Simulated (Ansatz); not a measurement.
Fluorite AuAl2 was calculated with PBE (Ansatz, a program for electronic structure, plane waves, PAW).

Run with plane-wave cutoff 520 eV, 16×16×16 k mesh, Fermi–Dirac smearing 0.05 eV, scalar-relativistic PAW data made under PBE.

Cell (relaxed at this level):

```
CELL_PARAMETERS angstrom
      0.00000     3.03049     3.03049
      3.03049     0.00000     3.03049
      3.03049     3.03049     0.00000
ATOMIC_POSITIONS crystal
  Al 0.25000 0.25000 0.25000
  Al 0.75000 0.75000 0.75000
  Au 0.00000 0.00000 0.00000
```

Question: What does this level give for the bulk modulus B0 and pressure derivative B′ of the bulk modulus?

Answer: 
* **bulk modulus B0**: 105 GPa
* **pressure derivative B′ of the bulk modulus**: 4.9

The run finds no gap.

Spin–orbit coupling is not included; it can shift volumes and moduli of such heavy elements.

Static lattice: no zero-point or thermal effects.

Computing time: roughly 80 core-seconds.
